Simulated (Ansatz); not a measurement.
The starting structures come from a database of crystals and need not be the phases stable at ambient conditions.

 Where the default PAW files enter, the runs use the earlier of Ansatz's two default sets.

Data:

```
AgKF4
1.0
    5.80351     0.00000     0.00000
    0.00000     5.80351     0.00000
    2.90176    -2.90176     5.79622
K Ag F
2 2 8
Direct
  0.75000   0.25000   0.50000
  0.25000   0.75000   0.50000
  0.50000   0.00000   0.00000
  0.00000   0.50000   0.00000
  0.55354   0.94646   0.23030
  0.44646   0.05354   0.76970
  0.05354   0.78384   0.23030
  0.94646   0.21616   0.76970
  0.21616   0.28384   0.23030
  0.78384   0.71616   0.76970
  0.71616   0.44646   0.23030
  0.28384   0.55354   0.76970
```

Space group of this cell: I4/mcm. The cell is taken as given.

Transport runs along the normal of the first two printed cell vectors, the (001) plane of the conventional cell.

The gap is the functional's own. No spin-orbit coupling. Mid-gap values are interpolated on the energy grid.

Compute, with PBEsol in Ansatz (a quantum-chemistry and plane-wave program), the band gap and the smallest decay constant κ at mid-gap.

Gap 1.79 eV on a 6×6×6 mesh; κ = 0.490 1/Å, at (0.500, 0.500) of the in-plane reciprocal vectors. At the zone centre, at the nearest computed energy, the slowest state has κ = 0.60 1/Å.
